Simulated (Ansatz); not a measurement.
C (model structure, Pn-3m, No. 224, 10 atoms in the cell), treated with r²SCAN in Ansatz (plane waves, PAW).

Settings: plane-wave cutoff 560 eV, 8×8×8 k mesh, Fermi–Dirac smearing 0.01 eV, scalar-relativistic PAW data made under PBE.

Cell (relaxed at this level):

```cif
data_C10
_chemical_formula_sum 'C10'
_space_group_name_H-M_alt 'P 1'
_space_group_IT_number 1
_cell_length_a 4.80885
_cell_length_b 4.80885
_cell_length_c 4.80885
_cell_angle_alpha 90.000
_cell_angle_beta 90.000
_cell_angle_gamma 90.000
loop_
_space_group_symop_operation_xyz
  'x, y, z'
loop_
_atom_site_label
_atom_site_type_symbol
_atom_site_fract_x
_atom_site_fract_y
_atom_site_fract_z
_atom_site_occupancy
C1 C 0.00000 0.00000 0.00000 1
C2 C 0.50000 0.50000 0.50000 1
C3 C 0.17798 0.17798 0.17798 1
C4 C 0.32202 0.32202 0.32202 1
C5 C 0.17798 0.82202 0.82202 1
C6 C 0.32202 0.67798 0.67798 1
C7 C 0.82202 0.17798 0.82202 1
C8 C 0.67798 0.32202 0.67798 1
C9 C 0.82202 0.82202 0.17798 1
C10 C 0.67798 0.67798 0.32202 1
```

What does this level give for the band gap, smallest direct gap on the k points sampled and direct gap at Γ?


- band gap = 4.53 eV (indirect)
- smallest direct gap on the k points sampled = 4.92 eV
- direct gap at Γ = 5.19 eV

Note: the relaxation could raise the start's symmetry but not lower it, so the cell can be a saddle point.

A model structure was made by putting elements into a prototype or built by hand; it is no filed structure, need not be a known phase, and can be a saddle point held by its symmetry.

Ansatz is a first-principles code.
